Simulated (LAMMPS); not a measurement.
MD from the melt across the composition of Cu (fcc) with a share x of Cu sites Au; each row has its own temperature.

Method: classical MD, pair style eam, the elements' _u3.eam files (universal-3 set of Foiles, Baskes and Daw), run in LAMMPS.

```csv
x,volume,state,enthalpy,self-diffusion coefficient of Au (not corrected for cell size),T (K)
0.25,14.973 ± 0.003 Å³/atom,liquid,-3.1319 ± 0.0006 eV/atom,(4.34 ± 0.06) × 10^-5 cm²/s,1560
0.5,16.277 ± 0.002 Å³/atom,liquid,-3.2556 ± 0.0003 eV/atom,(4.31 ± 0.06) × 10^-5 cm²/s,1550
0.75,17.630 ± 0.003 Å³/atom,liquid,-3.3340 ± 0.0005 eV/atom,(3.97 ± 0.08) × 10^-5 cm²/s,1540
```

Caution: a run this short can hold a crystal over, or a liquid under, the potential's own melting point, which these runs don't give.

States go by the mean squared displacement: a species diffuses where it passes 1.5 Å², still rises and gives D over 1e-6 cm²/s; a crystal has left its structure where atoms lie 0.35 Å off their sites on average or a cubic box changes its shape by 3 %, or the axial ratios of another lie 8 % off the starting cell's, which the potential's own relaxation can also do.

Errors of D are the spread over four groups of atoms in one short run; a floor of about 5 %, a picked value, is safer.

Errors shown are sampling errors alone.
